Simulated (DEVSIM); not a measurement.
## abrupt Si p-n junction

System: abrupt Si p-n junction, at 350 K.

| layer (left to right) | material | thickness (μm) | Nd (cm⁻³) | Na (cm⁻³) | τn (s) | τp (s) |
|---|---|---|---|---|---|---|
| 1 | Si | 0.850 | - | 1.1e15 | 1.7e-5 | 1.7e-5 |
| 2 | Si | 180 | 1.1e14 | - | 1.7e-5 | 1.7e-5 |

Left contact: ohmic. Right contact: ohmic. Voltage is applied to the left contact. Recombination: SRH at mid-gap, Auger. Mobility is constant in doping.

The device is made up for the run: typed textbook-type constants, with dimensions and the other settings drawn at random. Values at 300 K; Nc and Nv go as T^1.5, mobilities as T to minus their exponent, the gap by Varshni's rule with the affinity fixed.

```tsv
parameter	Si
gap (eV)	1.124
affinity (eV)	4.05
permittivity	11.7
Nc (cm⁻³)	2.86e19
Nv (cm⁻³)	3.1e19
μn (cm²/Vs)	1417
μp (cm²/Vs)	470
T exponent of μn	2.3
T exponent of μp	2.2
Cn (cm⁶/s)	2.8e-31
Cp (cm⁶/s)	9.9e-32
Varshni α (eV/K)	0.000473
Varshni β (K)	636
```

Simulated with DEVSIM: 1D drift-diffusion, Boltzmann statistics, complete ionisation; no tunnelling, impact ionisation, image-force lowering or self-heating.

The potential step across the device at zero bias is 0.412 V, the largest field in the device at zero bias comes out as 3500 V/cm and the dark forward voltage at 1 A/cm² is 0.900 V.

Dark forward current:

(V (V), J (A/cm²)): (0.05, 4.0e-5); (0.15, 0.0012); (0.20, 0.0055); (0.30, 0.044); (0.40, 0.12); (0.45, 0.18); (0.55, 0.30); (0.60, 0.38); (0.70, 0.56); (0.80, 0.76); (0.85, 0.88); (0.95, 1.1); (1.05, 1.4); (1.10, 1.6); (1.20, 1.9); (1.25, 2.1); (1.35, 2.5); (1.45, 2.9); (1.50, 3.1); (1.60, 3.6)

Small-signal capacitance in reverse bias (quasi-static):

```json
[
 {"V (V)": "-0.2", "C (nF/cm²)": "3.90"},
 {"V (V)": "-0.5", "C (nF/cm²)": "3.12"},
 {"V (V)": "-1", "C (nF/cm²)": "2.48"},
 {"V (V)": "-1.5", "C (nF/cm²)": "2.12"},
 {"V (V)": "-2", "C (nF/cm²)": "1.88"},
 {"V (V)": "-3", "C (nF/cm²)": "1.57"},
 {"V (V)": "-4", "C (nF/cm²)": "1.38"},
 {"V (V)": "-5", "C (nF/cm²)": "1.25"},
 {"V (V)": "-6.5", "C (nF/cm²)": "1.11"},
 {"V (V)": "-8", "C (nF/cm²)": "1.01"},
 {"V (V)": "-10", "C (nF/cm²)": "0.910"}
]
```
